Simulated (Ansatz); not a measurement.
HfRh3 (model structure, started from the D022 type, I4/mmm, No. 139, 4 atoms in the cell) was calculated with LDA (plane waves, PAW; Ansatz, a quantum-chemistry and plane-wave program).

Settings: plane-wave cutoff 520 eV, 20×20×20 k mesh, Fermi–Dirac smearing 0.05 eV, no spin polarisation, scalar-relativistic PAW data made under PBE.

Cell (relaxed at this level):

```
HfRh3
1.0
   -1.94924     1.94924     3.82918
    1.94924    -1.94924     3.82918
    1.94924     1.94924    -3.82918
Rh Hf
3 1
Direct
  0.50000   0.50000   0.00000
  0.75000   0.25000   0.50000
  0.25000   0.75000   0.50000
  0.00000   0.00000   0.00000
```

Q: Estimate the bulk modulus B0 that the calculation returns.

A: 
* **bulk modulus B0**: 256 GPa

Note: the run has no spin polarisation, so it can have missed a magnetic state; the bulk modulus is −V dP/dV from two relaxed cells at ±2 % in volume; the relaxation could raise the start's symmetry but not lower it, so the cell can be a saddle point.

Spin–orbit coupling is not included.

The computed numbers hold no vibrational or temperature effects.

Computing time: roughly 13 core-minutes.

A model structure was made by putting elements into a prototype or built by hand; it is no filed structure, need not be a known phase, and can be a saddle point held by its symmetry.
